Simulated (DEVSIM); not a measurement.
Device: Ti/SiO2/p-Ge capacitor, at 300 K.

Layer 1 from the left is SiO2, thickness (nm) 22.0. Layer 2 from the left is Ge, thickness (nm) 1100, Na (cm⁻³) 2.8e17.

Metal gate on the left, work function 4.33 eV. Fixed charge at the semiconductor interface 0 cm⁻² (in units of +e); no interface traps.

This is a model device: material constants are rounded textbook-type values typed into the input, and sizes, dopings and lifetimes were drawn at random. Values at 300 K.

SiO2: gap (eV) 9, affinity (eV) 0.9, permittivity 3.9. Ge: gap (eV) 0.664, affinity (eV) 4, permittivity 16, Nc (cm⁻³) 1.04e19, Nv (cm⁻³) 6e18.

Simulated with DEVSIM: 1D Poisson equation in equilibrium, Boltzmann statistics, complete ionisation; no quantum confinement or tunnelling. Metal contacts follow the ideal Schottky-Mott rule: no Fermi-level pinning, no interface dipoles.

Problem. What does the simulation give for the minimum of the low-frequency capacitance?

Solution. minimum of the low-frequency capacitance 0.103 μF/cm².
